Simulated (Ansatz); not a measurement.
What isotropic strain −5.29 % does to V3Si

The reference is V₃Si in the A15 (Cr3Si type) structure (space group Pm-3n, No. 223; a = 4.650 Å).

It is then changed as follows: an isotropic linear strain of −5.29 %; the atoms relax in the strained cell.

All numbers come from DFT with PBEsol, PAW potentials and a 420 eV plane-wave cutoff in Ansatz (a program for electronic structure), no SOC, earlier PAW set. Γ-centred 10×10×10 mesh, Fermi–Dirac width 0.05 eV.

* **Volume per atom**: 10.68 Å³ (base 12.57 Å³)
* **Space group**: Pm-3n (No. 223) (base Pm-3n (No. 223))
* **Shortest interatomic distance**: 2.202 Å (base 2.325 Å)
* **Energy relative to the base (free energy F)**: +0.241 eV/atom
* **Pressure**: 46.7 GPa (base 0.0 GPa)
* **Band gap**: zero (base zero)

Whether these cells are dynamically stable was not tested. Starting moments died away, wholly or in part, for the base; another magnetic solution may exist. The final runs are not spin-polarised.
